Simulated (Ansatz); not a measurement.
## Si on the N site (Si_N) (beta Si3N4 host)

These are PBE, PAW (plane waves to 420 eV; Ansatz, a quantum-chemistry and plane-wave program) values and carry that method's errors. Cell: 84 sites, 1×1×3; final energies on a 2×2×2 shifted mesh. Site at the start: the N(1,3-fold) site. Finite-size correction: monopole term and site-potential alignment. Dielectric constants: PBE linear response of the host. Host gap at this level: 4.25 eV. These values are not converged in cell size to better than tenths of an eV. Levels are measured in PBE's own, too narrow, gap. Spin–orbit coupling is left out. Each state is the lowest found from its start.

Formation energies E_f are given with the Fermi level at the valence-band maximum. Chemical conditions: N-rich (Δμ(N) = 0.00 eV, Δμ(Si) = -2.47 eV; only phases computed here count, gases as isolated molecules at 0 K); Si-rich (Δμ(N) = -1.86 eV, Δμ(Si) = 0.00 eV; only phases computed here count, gases as isolated molecules at 0 K). Reference phases: N: N2 molecule in a box, Si: silicon.

| charge | moment (μB) | largest move off a lattice site (Å) | image correction with alignment (eV) | E_f, N-rich (eV) | E_f, Si-rich (eV) | above the lowest spin state (eV) |
|---|---|---|---|---|---|---|
| +4† | 1.0 | 1.27 | 4.08 | – | – | 0.00 |
| +3† | not spin-polarised | 1.24 | 2.50 | – | – | 0.00 |
| +2* | 1.0 | 0.65 | – | – | – | 0.00 |
| +1 | not spin-polarised | 0.61 | 0.34 | 7.31 | 2.98 | 0.00 |
| +1 | 0.0 | 0.61 | 0.34 | 7.31 | 2.98 | 0.00 |
| 0 | 1.0 | 0.41 | 0.00 | 9.89 | 5.56 | 0.00 |

* At this level the carrier isn't localised at the defect: at charge +2 holes occupy the valence band. Such a state is shallow or no state of the defect, and this cell gives it no level.

† Not settled in this cell, so no level is given: charge +4: a large or scattered potential alignment, level within 0.1 eV of a band edge or past it; charge +3: a large or scattered potential alignment, level within 0.1 eV of a band edge or past it.

Starting moments that weren't kept: charge +1 began with 2 μB and ended with 0.0.

Transition levels above the valence-band maximum: ε(+1/0) = 2.58 eV. With a charge missing or unsettled, these needn't be thermodynamic levels.

Flagged in the runs: a doubtful potential alignment, a host whose relaxation on this sampling wasn't shown to rest.

All states together cost about 3.0 core-hours (a rough figure).
